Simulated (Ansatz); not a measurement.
The reference is Ir in the fcc (Cu type) structure (space group Fm-3m, No. 225; a = 3.845 Å; relaxed with 0.1 eV smearing).

Structures relaxed with plane-wave PAW DFT at the r2SCAN level (Ansatz, an electronic-structure program, 500 eV), scalar-relativistic without spin-orbit coupling.

Base:

Simulated powder pattern, Cu Kα, λ = 1.54184 Å (kinematic, ideal powder, no thermal factors, no anomalous dispersion; the 10 strongest lines at most, above 2 %, up to 2θ = 90°):

```csv
2θ (°),I/Imax (%),hkl
40.64,100,(111)
47.28,49,(200)
69.10,33,(220)
83.36,40,(311)
87.98,12,(222)
```

After one change:

Simulated powder pattern, Cu Kα, λ = 1.54184 Å (kinematic, ideal powder, no thermal factors, no anomalous dispersion; the 10 strongest lines at most, above 2 %, up to 2θ = 90°):

| 2θ (°) | I/Imax (%) |
|---|---|
| 40.22 | 100 |
| 46.79 | 49 |
| 68.32 | 33 |
| 82.36 | 40 |
| 86.89 | 12 |

**Question.** Name the change that was made.
(A) isotropic strain +3.00 %
(B) isotropic strain +1.50 %
(C) isotropic strain +2.00 %
(D) isotropic strain +1.00 %

**Answer.** D, isotropic strain +1.00 %. Its volume per atom is 14.64 Å³ against 14.21 Å³, and its space group is Fm-3m (No. 225).

Whether these cells are dynamically stable was not tested. All final runs are without spin polarisation.
